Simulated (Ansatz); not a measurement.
Consider CdSe in the zinc blende structure (space group F-43m, No. 216; a = 6.133 Å). Axes: x, y, z lie along the cube axes.

Method: r2SCAN (Ansatz, a first-principles code), spin-orbit coupling left out.

Strains are applied to the cell and any free atomic positions relax.

One change was made to it. Results:

| quantity | base | after |
|---|---|---|
| valence-band top at Γ (three highest levels, from the VBM) | 0.00, 0.00, 0.00 eV | 0.00, 0.00, -0.05 eV |
| energy relative to the base (free energy F) | 0 meV/atom | +1.2 meV/atom |
| band gap | 1.04 eV | 0.99 eV |

Task: Name the change that was made.
A) uniaxial strain ε_zz = +3.00 %
B) uniaxial strain ε_zz = +2.50 %
C) uniaxial strain ε_zz = +1.50 %

Result: C, uniaxial strain ε_zz = +1.50 %. For comparison, the valence-band top at Γ in the other runs: uniaxial strain ε_zz = +3.00 % gives 0.00, 0.00, -0.10 eV; uniaxial strain ε_zz = +2.50 % gives 0.00, 0.00, -0.08 eV.

Whether these cells are dynamically stable was not tested.
